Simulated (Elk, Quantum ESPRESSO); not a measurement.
An Elk input for a self-consistent single point of Sn (Fd-3m, 2 atoms in the cell) (DFT, LDA (PW92), all-electron FP-LAPW, Elk's shipped species files, APW+lo basis with extra local orbitals):

```
tasks
  0

xctype
  3

rgkmax
  7.5

gmaxvr
  14.0

nxlo
  2

lorbcnd
  .true.

rmtscf
  0.96

lmaxi
  2

stype
  3

swidth
  0.00183747

scale
  8.670849403

avec
    0.0000000000    0.7071067812    0.7071067812
    0.7071067812    0.0000000000    0.7071067812
    0.7071067812    0.7071067812    0.0000000000

sppath
  'species/'

atoms
  1   : nspecies
  'Sn.in'   : spfname
  2   : natoms; atposl, bfcmt below
  0.0000000000  0.0000000000  0.0000000000    0.0 0.0 0.0
  0.2500000000  0.2500000000  0.2500000000    0.0 0.0 0.0

ngridk
  9 9 9
```

Translate this input to Quantum ESPRESSO.

This is the input that was run; spellings and numerical settings could be chosen otherwise.

```fortran
&CONTROL
 calculation = 'scf'
 prefix = 'pwscf'
 outdir = './out'
 pseudo_dir = './'
 tprnfor = .true.
 tstress = .true.
/
&SYSTEM
 ibrav = 0
 nat = 2
 ntyp = 1
 ecutwfc = 40
 ecutrho = 200
 occupations = 'smearing'
 smearing = 'fermi-dirac'
 degauss = 0.0036749
/
&ELECTRONS
 conv_thr = 1.0e-11
/
ATOMIC_SPECIES
Sn   118.7100  sn_lda_v1.4.uspp.F.UPF
ATOMIC_POSITIONS {angstrom}
Sn    0.000000000    0.000000000    0.000000000
Sn    1.622250000    1.622250000    1.622250000
K_POINTS {automatic}
9 9 9  0 0 0
CELL_PARAMETERS {angstrom}
   0.000000000     3.244500000     3.244500000
   3.244500000     0.000000000     3.244500000
   3.244500000     3.244500000     0.000000000
```

Basis, cutoffs, solver keys and any potentials are the target program's own. This input uses DFT, LDA (PZ), plane waves, GBRV 1.5 ultrasoft (LDA) pseudopotentials. LDA parametrisations can differ slightly between programs.

The starting cell has typed, rounded lattice constants, without a prior relaxation at this level.
